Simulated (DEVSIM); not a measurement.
Device: n-channel Si fully depleted SOI MOSFET with SiO2, at 400 K.

```yaml
gate_length: 100 nm
source_drain_length: 80 nm
dielectric_thickness: 3.2 nm
lateral_straggle: 7.2 nm
underlap: 0 nm
body_thickness: 24.9 nm
buried_oxide: 25 nm
gate_work_function: 4.41 eV
source_and_drain_doping: 9e19 cm⁻³, Gaussian tails under the gate
body_doping: 2e15 cm⁻³
lifetime: 9e-8 s
supply: 1.2 V
back_work_function: 4.79 eV
back_or_body_bias: -1 V
```

All mobilities are scaled by 0.2; velocity saturation, μ/(1 + (μE/vsat)^b)^(1/b) with b = 2 for electrons and 1 for holes and E the electric field along each mesh edge, is on. Mobility is μmin + (μ − μmin)/(1 + (N/Nref)^α).

The device is made up for the run: typed textbook-type constants, with dimensions and the other settings drawn at random. Values at 300 K; Nc and Nv go as T^1.5, mobilities as T to minus their exponent, the gap by Varshni's rule with the affinity fixed.

Si: gap (eV) 1.124, affinity (eV) 4.05, permittivity 11.7, Nc (cm⁻³) 2.86e19, Nv (cm⁻³) 3.1e19, μn (cm²/Vs) 1417, μp (cm²/Vs) 470, μn,min 52, μp,min 45, Nref,n 9.7e16, Nref,p 2.2e17, αn 0.68, αp 0.72, T exponent of μn 2.3, T exponent of μp 2.2, vsat,n (cm/s) 1e7, vsat,p (cm/s) 8.4e6, Varshni α (eV/K) 0.000473, Varshni β (K) 636. SiO2: gap (eV) 9, affinity (eV) 0.9, permittivity 3.9.

Simulated with DEVSIM: 2D drift-diffusion, Boltzmann statistics, complete ionisation; no quantum confinement, tunnelling, impact ionisation, self-heating, contact resistance or fringe fields beside the gate. Metal contacts follow the ideal Schottky-Mott rule: no Fermi-level pinning, no interface dipoles.

Transfer curves, |Id| in μA/μm:

```tsv
Vg (V)	Vd = 0.05 V	Vd = 1.2 V
-0.36	6.577e-5	0.004402
-0.3	0.0001718	0.01048
-0.24	0.0004566	0.02505
-0.18	0.001234	0.06002
-0.12	0.003387	0.1437
-0.06	0.009419	0.3415
0	0.02642	0.7972
0.06	0.07414	1.796
0.12	0.2048	3.814
0.18	0.5408	7.465
0.24	1.303	13.30
0.3	2.710	21.63
0.36	4.743	32.46
0.42	7.111	45.64
0.48	9.520	60.93
0.54	11.82	78.08
0.6	13.95	96.89
0.66	15.93	117.1
0.72	17.75	138.7
0.78	19.45	161.3
0.84	21.03	185.0
0.9	22.50	209.6
0.96	23.89	234.9
1.02	25.20	260.9
1.08	26.44	287.5
1.14	27.62	314.7
1.2	28.74	342.2
```

Problem. Work out the subthreshold swing at low drain bias from the rows at 0 and 0.06 V, and compare it with the thermal limit.

Solution. log10(0.07414/0.02642) = 0.448 over 60.0 mV, so S = 134 mV/decade. The limit kT/q ln 10 is 79.4 mV/decade; the ratio is 1.69. This is the steepest step of the table.

Problem. Give the natural length λ = √(ε_body t_body t_ox / (ε_ox)) and the gate length in units of it.

Solution. λ = 15.5 nm and L/λ = 6.5. The formula is that for thin layers, and L is the gate's length, not the shorter one between the doping tails.

Source and drain are degenerate, where Boltzmann statistics are only rough. The electric field that drives the saturation includes the junctions' built-in field, which lowers the mobility there even at small currents: subthreshold currents come out too low, a known weakness of this choice.
